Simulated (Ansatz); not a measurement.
The reference is CaO in the rock salt structure (space group Fm-3m, No. 225).

```yaml
crystal:
  lattice:
    - [0.00000, 2.41535, 2.41535]
    - [2.41535, 0.00000, 2.41535]
    - [2.41535, 2.41535, 0.00000]
  atoms:
    - { symbol: O, position: [0.00000, 0.00000, 0.00000] }
    - { symbol: Ca, position: [0.50000, 0.50000, 0.50000] }
```

Calculations: PBE (Ansatz, a program for electronic structure; PAW; 420 eV plane waves; no SOC).

For the base:

| Property | Result |
|---|---|
| Gap character | indirect, Γ → X |
| Pressure | 0.01 GPa |

Now apply this change: an isotropic linear strain of +2.10 %; the atoms relax in the strained cell.

### Question
What does the calculation give for the gap character after the change?

### Answer
The gap character is still indirect, Γ → X.

### Question
Estimate the effect on the pressure.

### Answer
The pressure decreases by 5.74 GPa, from 0.01 GPa to -5.73 GPa.

### Question
What happens to the mean gap deformation potential ΔEg/Δln V?

### Answer
The mean gap deformation potential ΔEg/Δln V amounts to 0.0 eV.

Stability against distortions was not tested.
